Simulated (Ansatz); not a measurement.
Consider the following.

```xyz
6
Lattice="3.5844 0.0000 0.0000 0.0000 3.5844 0.0000 0.0000 0.0000 5.1771" Properties=species:S:1:pos:R:3 pbc="T T T"
Zr     0.0000     0.0000     0.0000
Zr     1.7922     1.7922     2.5886
O      0.0000     1.7922     1.0454
O      0.0000     1.7922     3.6339
O      1.7922     0.0000     1.5432
O      1.7922     0.0000     4.1318
```

No spin polarisation.

Electron doping at 2.0×10^21 cm⁻³ (0.133 per cell), with a uniform compensating background at fixed cell and a 300 K Fermi–Dirac width.

Computed with PBEsol (Ansatz, a quantum-chemistry and plane-wave program, PAW, scalar-relativistic without spin-orbit coupling). k-mesh 13×13×9 (Γ-centred); smearing 0.0259 eV (Fermi–Dirac).

Problem. What gap between the host's bands does the calculation give?

Solution. 4.05 eV.

Problem. What is the computed Fermi level relative to the doped band's edge (positive inside the band; to 0.05 eV)?

Solution. +0.40 eV.

Carriers are added with a uniform compensating background; total energy and stress of such cells depend on the potential's zero and are not compared; many-body gap narrowing is missing at this level. No phonon test of stability was made. The cell was made from ZrO2 (space group P4_2/nmc, No. 137) by this change: electrons 2.0×10^21 cm⁻³. This is not the structure that ZrO2 has at room temperature and ambient pressure.
